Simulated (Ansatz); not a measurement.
## A computed series for SrTiO3: response to strain

Take SrTiO$_{3}$ in the cubic perovskite structure (space group Pm-3m, No. 221; a = 3.8911 Å) as the base. Axes: x, y, z lie along the cube axes.

Strains are applied to the cell and any free atomic positions relax; under biaxial strain the out-of-plane vector relaxes too; under stress the whole cell relaxes.

Calculations: plane-wave PAW DFT at the PBEsol level (Ansatz, a quantum-chemistry and plane-wave program, 420 eV), spin-orbit coupling left out.

| variant | band gap | gap character | space group | volume per atom |
|---|---|---|---|---|
| base | 1.85 eV | indirect, R → Γ | Pm-3m (No. 221) | 11.78 Å³ |
| biaxial strain +1.40 %, plane normal [001], relaxed out of plane | 1.78 eV | indirect, A → Γ | P4/mmm (No. 123) | 12.02 Å³ |
| biaxial strain −2.15 %, plane normal [111], relaxed out of plane | 1.82 eV | indirect, T → Γ | R-3m (No. 166) | 11.45 Å³ |
| isotropic strain −0.99 % | 1.90 eV | indirect, R → Γ | Pm-3m (No. 221) | 11.44 Å³ |
| isotropic strain +5.82 % | 1.53 eV | indirect, R → Γ | Pm-3m (No. 221) | 13.96 Å³ |
| uniaxial strain ε_xx = −1.09 % | 1.85 eV | indirect, A → Γ | P4/mmm (No. 123) | 11.65 Å³ |
| uniaxial strain ε_yy = −2.06 % | 1.85 eV | indirect, A → Γ | P4/mmm (No. 123) | 11.54 Å³ |
| uniaxial stress, 3 GPa tension along x | 1.81 eV | indirect, A → Γ | P4/mmm (No. 123) | 11.85 Å³ |
| tensor shear ε_xy = −2.27 % | 1.74 eV | indirect, T → Γ | Cmmm (No. 65) | 11.78 Å³ |

Beyond what the load breaks, stability against distortions was not tested. All final runs are without spin polarisation. Many cubic perovskites are stable only at high temperature; tilts and polar distortions were not tested. Labels are those of the standard path for the cell's own space group.
